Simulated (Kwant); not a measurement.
System: wire with a side stub in a In0.53Ga0.47As two-dimensional gas. Effective mass 0.041 mₑ, grid spacing 6.7 nm, hard walls, nominal width 200 nm (29 grid rows, so walls 201 nm apart), one parabolic valley, scattering region 600 nm long along x; energies count from the band bottom; Fermi energy swept from 0.00018343 to 0.0021782 eV. Closed stub on one side, 280 nm wide and 100 nm deep.

The device is made up for the run: typed textbook-type constants, with dimensions and the other settings drawn at random.

Model: effective-mass tight-binding model on a square grid, one spin, coherent transport at 0 K (Kwant). Conductance is in e²/h.

**Question.** How many channels do the leads carry at E = 1.16, 1.17, 1.57 meV?

**Answer.** The hard-wall thresholds are n² ħ²π²/(2mW²) = n² × 0.227 meV with W = 201 nm. √(1.16/0.227) = 2.26, so 2. √(1.17/0.227) = 2.27, so 2. √(1.57/0.227) = 2.63, so 2.
